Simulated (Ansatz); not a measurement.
The parent structure is GaN in the zinc blende structure (space group F-43m, No. 216; a = 4.4981 Å). Axes: x, y, z lie along the cube axes.

The values are results of PBEsol/PAW in Ansatz (a quantum-chemistry and plane-wave program), no spin-orbit coupling, not measurements.

Free-standing slabs (2 atom(s) a layer) normal to [110] with 15 Å of vacuum; in-plane cell held at bulk.

One change was made to it. Results:

The band gap grows by 0.58 eV, from 1.70 eV to 2.28 eV; the smallest direct gap grows by 0.813 eV, from 1.70 eV to 2.52 eV; the excess energy per area of both faces (slab less bulk energy over the cell's area: twice a surface energy) comes out as 3.05 J/m²; the gap character comes out as indirect, k = (0.100, 0.429, 0) in the run's primitive reciprocal basis → Γ; the shortest interatomic distance falls by 0.1152 Å, from 1.948 Å to 1.832 Å.

Problem. Name the change that was made.
A. 5 layers
B. 6 layers
C. 2 layers
D. 7 layers
E. 4 layers

Solution. C, 2 layers. For comparison, the band gap in the other runs: 4 layers gives 1.64 eV; 5 layers gives 1.53 eV; 6 layers gives 1.59 eV; 7 layers gives 1.55 eV.

Slab and bulk use different k-meshes, which limits the precision of the excess energy. Stability against distortions was not tested. This is not the structure that GaN has at room temperature and ambient pressure. k-point labels follow each cell's own Brillouin zone.
